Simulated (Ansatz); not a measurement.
Results of LDA (plane waves, PAW; Ansatz, a first-principles code) for Si (P6₃/mmc, No. 194, 4 atoms in the cell; start mp-165; another form than the element's usual one).

Settings: plane-wave cutoff 520 eV, 12×12×6 k mesh (along the axes of the cell as run), Fermi–Dirac smearing 0.01 eV, scalar-relativistic PAW data made under PBE.

The cell is the one relaxed with PBEsol. Conventional cell: a = 3.8247 Å, b = 3.8247 Å, c = 6.3240 Å, α = 90.00°, β = 90.00°, γ = 120.00°.

```xyz
4
Lattice="3.8247 0.0000 0.0000 -1.9123 3.3123 0.0000 0.0000 0.0000 6.3240" Properties=species:S:1:pos:R:3 pbc="T T T"
Si     0.0000     2.2082     0.3984
Si     1.9123     1.1041     5.9256
Si     1.9123     1.1041     3.5604
Si     0.0000     2.2082     2.7636
```

List the 9 lowest band energies at Γ above −25 eV (eV, relative to the valence band maximum), grouping those that round alike.

At Γ: -12.23, -9.94, -7.26, -1.52 (×2), -0.35, 0.00 (×2), 0.94.

Note: cell and atoms aren't relaxed at this level (pressure -1.6 GPa).

A start named mp-… is a Materials Project structure, which need not be a measured phase.
